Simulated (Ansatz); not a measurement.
System: CuI (P-3m1, No. 164, 4 atoms in the cell; start mp-570081; a measured phase of this formula has another space group). Method: LDA in Ansatz (PAW).

Settings: plane-wave cutoff 520 eV, 12×12×6 k mesh (along the axes of the cell as run), Fermi–Dirac smearing 0.01 eV, no spin polarisation, scalar-relativistic PAW data made under PBE.

Cell (relaxed at this level):

```
CuI
1.0
    4.00753     0.00000     0.00000
   -2.00376     3.47062     0.00000
    0.00000     0.00000     7.01477
Cu I
2 2
Direct
  0.66667   0.33333   0.59427
  0.33333   0.66667   0.40573
  0.33333   0.66667   0.76728
  0.66667   0.33333   0.23272
```

Predict the band gap.


- band gap = 1.57 eV (on the SCF k mesh)

Note: the relaxation could not lower the start's symmetry, so the cell can be a saddle point above a distorted one.

Spin–orbit coupling is not included; with these elements it can move the gap by several tenths of an eV or more.

Static lattice: no zero-point or thermal effects.

Computing time: around 8 core-minutes (rough).

A start named mp-… is a Materials Project structure, which need not be a measured phase.

Ansatz is a program for electronic structure.
